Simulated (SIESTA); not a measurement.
SIESTA run on MnO (Fm-3m, 4 atoms in the cell): self-consistent single point.

Method of the run: SIESTA with GGA PBE+U, numerical atomic orbitals DZP, PseudoDojo PBE standard norm-conserving potentials (rewritten from UPF to PSML).

```
MnO
1.0
    4.39560     2.19780     2.19780
    2.19780     4.39560     2.19780
    2.19780     2.19780     4.39560
Mn O
2 2
Direct
  0.00000   0.00000   0.00000
  0.50000   0.50000   0.50000
  0.25000   0.25000   0.25000
  0.75000   0.75000   0.75000
```
Moments meant for the start (each program seeds them in its own way; μB, in the order of the atoms Mn Mn O O): 5.0 -5.0 0.0 0.0.

Reference input (self-consistent single point, DFT, GGA PBE, numerical atomic orbitals DZP, PseudoDojo PBE standard norm-conserving potentials (rewritten from UPF to PSML)): XC.functional = GGA; XC.authors = PBE; potentials = PseudoDojo PBE standard; PAO.BasisSize = DZP; PAO.EnergyShift = 0.01 Ry; MeshCutoff = 350 Ry; kgrid.MonkhorstPack = 7 7 7; OccupationFunction = FD; ElectronicTemperature = 116.05 K; Spin = polarized; DM.InitSpin = [1 +5.00, 2 -5.00, 3 +0.00, 4 +0.00]; MaxSCFIterations = 150. This run's input differs from it in these lines:

```diff
@@ -43,2 +43,11 @@
 %endblock DM.InitSpin
+DFTU.ProjectorGenerationMethod 2
+DFTU.CutoffNorm              0.9
+DFTU.FirstIteration          true
+%block DFTU.proj
+  Mn 1
+  n=3 2
+  3.00 0.00
+  0.00 0.00
+%endblock DFTU.proj
```

Output, abridged:

```
        iscf     Eharris(eV)        E_KS(eV)     FreeEng(eV)     dDmax    Ef(eV) dHmax(eV)
   scf:    1    -6807.870289    -6817.885666    -6817.885666  0.483194 -2.853779  9.306651
     spin moment: {S} , |S| = {        0.0        0.0   -0.00000 }    -0.00000
   scf:    2    -6824.524528    -6821.406284    -6821.406284  0.063471 -2.818227  6.740765
     spin moment: {S} , |S| = {        0.0        0.0    0.00000 }     0.00000
   scf:    3    -6825.378587    -6824.717885    -6824.717885  0.186395 -2.584613  0.977260
     spin moment: {S} , |S| = {        0.0        0.0    0.00000 }     0.00000
   [... lines left out ...]
     spin moment: {S} , |S| = {        0.0        0.0    0.00000 }     0.00000
hubbard_term: recalculating local occupations   15
hubbard_term: maximum change in local occup.    0.000862
   scf:   19    -6824.837317    -6824.837316    -6824.837316  0.000285 -2.875974  0.000897
     spin moment: {S} , |S| = {        0.0        0.0    0.00000 }     0.00000
hubbard_term: recalculating local occupations   16
hubbard_term: maximum change in local occup.    0.000870
   scf:   20    -6824.837319    -6824.837319    -6824.837319  0.000022 -2.875632  0.000505
     spin moment: {S} , |S| = {        0.0        0.0    0.00000 }     0.00000
SCF Convergence by DM+H criterion
max |DM_out - DM_in|         :     0.0000223460
max |H_out - H_in|      (eV) :     0.0005050744
DFT+U population converged by dTol_pop criteria:
max |pop(DFT+U)_i - pop(DFT+U)_j|:     0.0008696317
SCF cycle converged after 20 iterations

Using DM_out to compute the final energy and forces
hubbard_term: recalculating local occupations   17
hubbard_term: maximum change in local occup.    0.000870
hubbard_term: recalculating Hamiltonian and forces

siesta: E_KS(eV) =            -6824.8408

siesta: E_KS - E_eggbox =     -6824.8408

siesta: Atomic forces (eV/Ang):
     1    0.000000    0.000000    0.000000
     2    0.000000    0.000000    0.000000
     3    0.000000    0.000000    0.000000
     4    0.000000    0.000000    0.000000
   Tot    0.000000    0.000000    0.000000
   Max    0.000000
   [... lines left out ...]
siesta: FreeEng =     -6824.840782
siesta: Cell volume =         42.464352 Ang**3
siesta:          94.61888796         94.61888471  kBar
   [... lines left out ...]
              0.003   0.003   0.003   0.003   0.003

mulliken: Qtot =       21.000

Mulliken Atomic Populations:
Atom #   charge [q] valence [e]      Sz [e]  Species
     1     0.653398   14.346602    4.834652  Mn
     2     0.653398   14.346602   -4.834652  Mn
     3    -0.653398    6.653398   -0.000000  O
     4    -0.653398    6.653398   -0.000000  O
 Total     0.000000                0.000000
```

The run converged in 20 iterations. Against the reference run the pressure goes from 4.16 to 9.46 GPa and the gap on the mesh goes from 1.126 to 1.791 eV.

The starting cell has typed, rounded lattice constants, without a prior relaxation at this level. Its lattice was rescaled by a random factor within 2.5 % of one. The magnetic order is the one reached from the typed start; others were not searched systematically. With U or open f shells several self-consistent states can exist. Values carry the incompleteness of an atom-centred basis. With a pressure of about 9 GPa the cell is away from its equilibrium volume at this level.

Cost on one core of a shared machine: roughly 70 s.
